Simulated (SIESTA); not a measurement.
**Input and output of a self-consistent single point for Ir₃Os (Pm-3m, 4 atoms in the cell) (SIESTA)**

Level of theory: GGA PBEsol, numerical atomic orbitals DZP, PseudoDojo PBEsol standard norm-conserving potentials (rewritten from UPF to PSML) in SIESTA 5.4.2.

Input as run:

```
# files in the folder: Os.psml Ir.psml (PseudoDojo PBEsol standard)
SystemName  Ir3Os
SystemLabel ir3os

NumberOfAtoms                4
NumberOfSpecies              2
%block ChemicalSpeciesLabel
  1 76 Os
  2 77 Ir
%endblock ChemicalSpeciesLabel
LatticeConstant              1.0 Bohr
%block LatticeVectors
     7.271798408    0.000000000    0.000000000
     0.000000000    7.271798408    0.000000000
     0.000000000    0.000000000    7.271798408
%endblock LatticeVectors
AtomicCoordinatesFormat      Bohr
%block AtomicCoordinatesAndAtomicSpecies
     0.000000000    0.000000000    0.000000000  1
     0.000000000    3.635899204    3.635899204  2
     3.635899204    0.000000000    3.635899204  2
     3.635899204    3.635899204    0.000000000  2
%endblock AtomicCoordinatesAndAtomicSpecies

XC.functional                GGA
XC.authors                   PBEsol
PAO.BasisSize                DZP
PAO.EnergyShift              0.01 Ry
MeshCutoff                   350 Ry
%block kgrid.MonkhorstPack
   11   0   0  0.0
    0  11   0  0.0
    0   0  11  0.0
%endblock kgrid.MonkhorstPack
OccupationFunction           FD
ElectronicTemperature        100.0 meV

MaxSCFIterations             150
SCF.Mixer.Method             Pulay
SCF.Mixer.Weight             0.1
SCF.Mixer.History            6
SCF.DM.Tolerance             1.0E-05
Diag.ParallelOverK           true
WriteForces                  true
```

The program printed (abridged):

```
reinit: Reading from file input.fdf

reinit: System Name: Ir3Os
reinit: System Label: ir3os

coor:   Atomic-coordinates input format  =     Cartesian coordinates
coor:                                            (in Bohr units)

siesta: Atomic coordinates (Bohr) and species
siesta:      0.00000   0.00000   0.00000  1        1
siesta:      0.00000   3.63590   3.63590  2        2
siesta:      3.63590   0.00000   3.63590  2        3
siesta:      3.63590   3.63590   0.00000  2        4

siesta: System type = bulk

initatomlists: Number of atoms, orbitals, and projectors:      4    76   128

siesta: ******************** Simulation parameters ****************************
redata: Spin configuration                          = none
redata: Time-Reversal Symmetry                      = T
redata: Number of Atomic Species                    =        2
redata: Mesh Cutoff                                 =   350.0000 Ry
redata: Net charge of the system                    =     0.0000 |e|
redata: Min. number of SCF Iter                     =        0
redata: Max. number of SCF Iter                     =      150
redata: SCF convergence failure will abort job
redata: SCF mix quantity                            = Hamiltonian
redata: Mix DM or H after convergence               =   F
redata: Recompute H after scf cycle                 =   F
redata: Mix DM in first SCF step                    =   T
redata: No kicks to SCF
redata: DM Mixing Weight for Kicks                  =     0.5000
redata: Require Harris convergence for SCF          =   F
redata: Harris energy tolerance for SCF             =     0.000100 eV
redata: Require DM convergence for SCF              =   T
redata: DM tolerance for SCF                        =     0.000010
redata: Require EDM convergence for SCF             =   F
redata: EDM tolerance for SCF                       =     0.001000 eV
redata: Require H convergence for SCF               =   T
redata: Hamiltonian tolerance for SCF               =     0.001000 eV
redata: Require (free) Energy convergence for SCF   =   F
redata: (free) Energy tolerance for SCF             =     0.000100 eV
redata: Using DFT-D3 dispersion                     =   F
redata: Using Saved Data (generic)                  =   F
redata: Method of Calculation                       = Diagonalization
redata: Electronic Temperature                      =  1160.4518 K
redata: Number of TDED substeps                     =        3
redata: Dynamics option                             = Single-point calculation
redata: Save all siesta data in one NC              =   F
redata: ***********************************************************************

%block SCF.Mixers
  Pulay
%endblock SCF.Mixers

%block SCF.Mixer.Pulay
  # Mixing method
  method pulay
  variant stable

  # Mixing options
  weight 0.1000
  weight.linear 0.1000
  history 6
%endblock SCF.Mixer.Pulay

DM_history_depth set to one: no extrapolation allowed by default for geometry relaxation
Size of DM history Fstack: 1
Total number of electrons:    67.000000
Total ionic charge:    67.000000

* ProcessorY, Blocksize:    1  64

* Orbital distribution balance (max,min):    76    76

 Kpoints in:          726 . Kpoints trimmed:          666

siesta: k-grid: Number of k-points = 666
siesta: k-points from Monkhorst-Pack grid
siesta: k-cutoff (effective) =    21.164 Ang
siesta: k-point supercell and displacements
siesta: k-grid:    11     0     0      0.000
siesta: k-grid:     0    11     0      0.000
siesta: k-grid:     0     0    11      0.000

diag: Algorithm                                     = D&C
diag: Parallel over k                               =   F
diag: Use parallel 2D distribution                  =   F
diag: Parallel block-size                           = 64
diag: Parallel distribution                         =     1 x     1
diag: Used triangular part                          = Lower
diag: Absolute tolerance                            =  0.100E-15
diag: Orthogonalization factor                      =  0.100E-05
diag: Memory factor                                 =  1.0000

superc: Internal auxiliary supercell:     5 x     5 x     5  =     125
superc: Number of atoms, orbitals, and projectors:    500   9500  16000

                        Single-point calculation

superc: Internal auxiliary supercell:     5 x     5 x     5  =     125
superc: Number of atoms, orbitals, and projectors:    500   9500  16000

outcell: Unit cell vectors (Ang):
        3.848070    0.000000    0.000000
        0.000000    3.848070    0.000000
        0.000000    0.000000    3.848070

outcell: Cell vector modules (Ang)   :    3.848070    3.848070    3.848070
outcell: Cell angles (23,13,12) (deg):     90.0000     90.0000     90.0000
outcell: Cell volume (Ang**3)        :     56.9808
new_DM -- step:     1
Initializing Density Matrix...

Attempting to read DM from file... Failed...
DM filled with atomic data:

InitMesh: MESH = 48 x 48 x 48 = 110592
InitMesh: Mesh cutoff (required, used) =   350.000   430.030 Ry

stepf: Fermi-Dirac step function

        iscf     Eharris(eV)        E_KS(eV)     FreeEng(eV)     dDmax    Ef(eV) dHmax(eV)
   scf:    1   -12107.309368   -12112.141226   -12112.234880  1.418578  0.102903 12.609001
   scf:    2   -12125.818802   -12120.382736   -12120.482640  0.297651 -0.242210  8.040815
   scf:    3   -12124.772325   -12123.249347   -12123.359725  0.259183 -0.681245  5.644994
   scf:    4   -12124.513625   -12124.677748   -12124.790865  0.422944 -1.707415  3.121275
   scf:    5   -12124.820219   -12125.107461   -12125.226265  0.085016 -1.731791  0.982545
   scf:    6   -12125.006999   -12125.123759   -12125.240323  0.032907 -1.733221  0.856866
   scf:    7   -12125.150951   -12125.154117   -12125.271967  0.016540 -1.726559  0.071250
   scf:    8   -12125.150449   -12125.153497   -12125.270981  0.005673 -1.725714  0.160457
   scf:    9   -12125.154952   -12125.154435   -12125.272066  0.002192 -1.726368  0.062227
   scf:   10   -12125.154535   -12125.154544   -12125.272252  0.001175 -1.726854  0.010115
   scf:   11   -12125.154517   -12125.154533   -12125.272258  0.000256 -1.727025  0.000031
   scf:   12   -12125.154533   -12125.154533   -12125.272258  0.000001 -1.727026  0.000031

SCF Convergence by DM+H criterion
max |DM_out - DM_in|         :     0.0000006077
max |H_out - H_in|      (eV) :     0.0000306104
SCF cycle converged after 12 iterations

Using DM_out to compute the final energy and forces

siesta: E_KS(eV) =           -12125.1545

siesta: E_KS - E_eggbox =    -12125.1545

siesta: Atomic forces (eV/Ang):
     1    0.000000    0.000000   -0.000000
     2    0.000000    0.000000   -0.000000
     3    0.000000   -0.000000   -0.000000
     4   -0.000000   -0.000000   -0.000000
   Tot    0.000000   -0.000000   -0.000000
   Max    0.000000
   Res    0.000000    sqrt( Sum f_i^2 / 3N )
   Max    0.000000    constrained

Stress tensor Voigt[x,y,z,yz,xz,xy] (kbar):       76.28       76.28       76.28       -0.00       -0.00        0.00
(Free)E + p*V (eV/cell)   -12127.9850
Target enthalpy (eV/cell)   -12125.2723

siesta: Program's energy decomposition (eV):
siesta: Ebs     =     -2164.601918
siesta: Eions   =     16252.708323
siesta: Ena     =      2237.920133
siesta: Ekin    =      3380.952096
siesta: Enl     =       642.655865
siesta: Eso     =         0.000000
siesta: Edftu   =         0.000000
siesta: DEna    =       169.626468
siesta: DUscf   =         4.983013
siesta: DUext   =         0.000000
siesta: Ex      =     -2150.893623
siesta: Ec      =      -157.690162
siesta: Exc     =     -2308.583785
siesta: Eharris =    -12125.154533
siesta: Etot    =    -12125.154533
siesta: FreeEng =    -12125.272258

siesta: Stress tensor (static) (eV/Ang**3):
siesta:     0.047608    0.000000   -0.000000
siesta:     0.000000    0.047608   -0.000000
siesta:    -0.000000   -0.000000    0.047608

siesta: Cell volume =         56.980846 Ang**3

siesta: Pressure (static):
siesta:                Solid            Molecule  Units
siesta:          -0.00051852         -0.00051852  Ry/Bohr**3
siesta:          -0.04760796         -0.04760796  eV/Ang**3
siesta:         -76.27636470        -76.27636470  kBar
```

The run converged in 12 iterations.

The starting cell comes from a database of computed structures (which also holds hypothetical and non-ambient phases and stackings), without a prior relaxation at this level. Spin polarisation is off. Values carry the incompleteness of an atom-centred basis. With a pressure of about -8 GPa the cell is away from its equilibrium volume at this level.

Cost on one core of a shared machine: roughly 70 s.
